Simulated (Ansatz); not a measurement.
Data:

End structure of the (332) surface of bcc Na in its 1x1 cell, outermost plane spacing 0.90 Å in the ideal cut:

```yaml
crystal:
  lattice:
    - [5.93970, 0.00000, 0.00000]
    - [0.00000, 6.96491, 0.00000]
    - [0.00000, 0.00000, 26.00000]
  atoms:
    - { symbol: Na, position: [0.50000, 0.28731, 0.32327] }
    - { symbol: Na, position: [0.00000, 0.60802, 0.33651] }
    - { symbol: Na, position: [0.50000, 0.81657, 0.38884] }
    - { symbol: Na, position: [0.00000, 0.12358, 0.39995] }
    - { symbol: Na, position: [0.50000, 0.35423, 0.45825] }
    - { symbol: Na, position: [0.00000, 0.65889, 0.47339] }
    - { symbol: Na, position: [0.50000, 0.88657, 0.52661] }
    - { symbol: Na, position: [0.00000, 0.19122, 0.54175] }
    - { symbol: Na, position: [0.50000, 0.42187, 0.60005] }
    - { symbol: Na, position: [0.00000, 0.72888, 0.61116] }
    - { symbol: Na, position: [0.50000, 0.93743, 0.66349] }
    - { symbol: Na, position: [0.00000, 0.25815, 0.67673] }
```

Model: 12-atom slab, 9.8 Å thick at the start (thin: gaps and levels are the slab's own), 7x6x1 mesh, Fermi-Dirac 0.1 eV, dipole correction, all atoms relaxed; held to the start's symmetry, so lower structures may exist; no spin, no spin-orbit, no U.

Question: What surface energy (mean of both faces) does PBE (Ansatz, a first-principles code) give?

Answer: 0.25 J/m²

Question: Give the work function of the top face at the level PBE.

Answer: 2.67 eV
